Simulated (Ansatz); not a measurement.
**What isotropic strain −0.50 % does to KI**

Take KI in the rock salt structure (space group Fm-3m, No. 225; a = 7.006 Å) as the base.

Now apply this change: an isotropic linear strain of −0.50 %, atoms relaxed at fixed cell.

Level of theory: Kohn–Sham DFT with the PBEsol functional, run in Ansatz (a quantum-chemistry and plane-wave program) with PAW and 420 eV plane waves, no spin-orbit coupling. k-mesh 8×8×8 (Γ-centred); smearing 0.05 eV (Fermi–Dirac).

The volume per atom drops by 0.64 Å³ (42.98 Å³ → 42.34 Å³) and the space group is still Fm-3m (No. 225). The shortest interatomic distance shrinks by 0.018 Å to 3.485 Å and the energy increases by 0.4 meV/atom. The pressure increases by 0.19 GPa, from 0.01 GPa to 0.20 GPa and the band gap increases by 0.033 eV to 3.91 eV. The gap character stays direct at Γ and the mean gap deformation potential ΔEg/Δln V is -2.2 eV. The width of the top valence band hardly moves (0.64 eV against 0.66 eV) and the electron mass is still 0.32 mₑ (at Γ). The hole mass (degenerate bands, along [100]) becomes 0.43, 2.4, 2.4 mₑ (at Γ) (base: 0.44, 2.5, 2.5 mₑ (at Γ)) and the valley order (the lowest conduction-band minima on the path, energy above the VBM, named in the base's zone) goes from Γ 3.87 eV; X along ⟨100⟩ 4.79 eV to Γ 3.91 eV; X along ⟨100⟩ 4.76 eV.

Spin-orbit coupling, missing from the scalar runs, can matter with I. Masses are band curvatures over ±0.01 Å⁻¹ around the edge. Whether these cells are dynamically stable was not tested.
